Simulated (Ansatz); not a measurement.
System: Ge3N4 (P6₃/m, No. 176; cell taken from a computed entry). Method: LDA in Ansatz (plane waves, PAW).

Run with plane-wave cutoff 520 eV, 6×6×12 k mesh (along the axes of the cell as run), Fermi–Dirac smearing 0.01 eV, scalar-relativistic PAW data made under PBE.

Cell (relaxed with PBEsol):

```cif
data_Ge6N8
_chemical_formula_sum 'Ge6 N8'
_space_group_name_H-M_alt 'P63/m'
_space_group_IT_number 176
_space_group_name_Hall '-P 6c'
_cell_length_a 8.05675
_cell_length_b 8.05675
_cell_length_c 3.08467
_cell_angle_alpha 90.000
_cell_angle_beta 90.000
_cell_angle_gamma 120.000
loop_
_atom_site_label
_atom_site_type_symbol
_atom_site_symmetry_multiplicity
_atom_site_Wyckoff_symbol
_atom_site_fract_x
_atom_site_fract_y
_atom_site_fract_z
_atom_site_occupancy
Ge1 Ge 6 h 0.23718 0.40659 0.25000 1
N1 N 2 c 0.33333 0.66667 0.25000 1
N2 N 6 h 0.33038 0.02576 0.25000 1
```

Question: Predict the band gap.

Answer: 
band gap: 2.10 eV (direct)

Note: cell and atoms aren't relaxed at this level (pressure -4.8 GPa); this cell isn't known to be the ambient phase, and symmetry holds it in the calculation.

Spin–orbit coupling is not included.

Computed values are for the static lattice.

Ansatz is a quantum-chemistry and plane-wave program.
